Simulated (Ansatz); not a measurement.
Stishovite (SiO2), treated with PBE in Ansatz (plane waves, PAW).

Settings: plane-wave cutoff 520 eV, 8×8×12 k mesh (along the axes of the cell as run), perturbation theory, force constants from a 4×4×4 q mesh, scalar-relativistic PAW data made under PBE.

Computed at the level's own relaxed cell. Harmonic vibrational thermodynamics at fixed volume:

| T (K) | S_vib (J/K per mol of atoms) | C_V (J/K per mol of atoms) | F_vib (eV/atom) |
|---|---|---|---|
| 200 | 4.20 | 8.95 | 0.1008 |
| 300 | 8.95 | 14.45 | 0.0940 |
| 400 | 13.62 | 17.89 | 0.0823 |
| 500 | 17.85 | 19.98 | 0.0659 |
| 800 | 27.98 | 22.77 | -0.0062 |
| 900 | 30.69 | 23.20 | -0.0366 |
| 1000 | 33.15 | 23.52 | -0.0697 |

The crystal is taken as a harmonic solid at every temperature: melting, phase changes and thermal expansion are not seen.

Ansatz is an electronic-structure program.
